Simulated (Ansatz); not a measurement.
The parent structure is CdTe in the zinc blende structure (space group F-43m, No. 216; a = 6.558 Å).

Perturbation: an isotropic linear strain of −0.25 %; the atoms relax in the strained cell.

Levels (all Ansatz, a first-principles code, PAW): r2SCAN (500 eV, scalar-relativistic without spin-orbit coupling); HSE06+SOC (420 eV, spin-orbit coupling included).

The geometry is relaxed with r2SCAN.

```
Property                                    Value
----------------------------  -------------------
r2SCAN valence-band top at Γ  0.00, 0.00, 0.00 eV
r2SCAN band gap                           1.19 eV
```

Task: How does going to HSE06+SOC change the valence-band top at Γ and band gap?

Result: The valence-band top at Γ (three highest Kramers pairs, from the VBM) becomes 0.00, 0.00, -0.95 eV (r2SCAN: 0.00, 0.00, 0.00 eV); the band gap rises by 0.05 eV to 1.24 eV. The threefold valence maximum splits by Δso ≈ 0.95 eV.

Single points use the geometry relaxed with r2SCAN. The spin-orbit shifts are approximate. With Te present, leaving out spin-orbit coupling can change the band edges. Stability against distortions was not tested.
